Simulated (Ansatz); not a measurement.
Structures of equal composition on the (110) surface of bcc Nb: a layer of In in place of the second plane; a layer of In in place of the third plane. The slabs share one bottom face, and each structure is named by its start. These are constructed structures in small cells; real faces may alloy, dewet or reconstruct in larger ones, and not all known structures of the face are among them. Slabs of about 12 Å with all that they carry, Fermi-Dirac smearing of 0.1 eV. Bottom of the slabs: a bare face, its two planes held. Relaxed from the named starts with such symmetry as they have, on meshes of like density; energies extrapolated to zero smearing; no spin-orbit coupling, no U. Spin-polarised runs, if any, are marked in brackets, and their order is one that fits the cell; the others ran without spin.

These are PBE (plane waves to 420 eV, PAW; Ansatz, a quantum-chemistry and plane-wave program) values and carry that method's errors.

Question: Put the candidates in order of energy per 1x1 cell, lowest first, for PBE.

Answer: a layer of In in place of the third plane (0.000 eV), a layer of In in place of the second plane (0.337 eV)
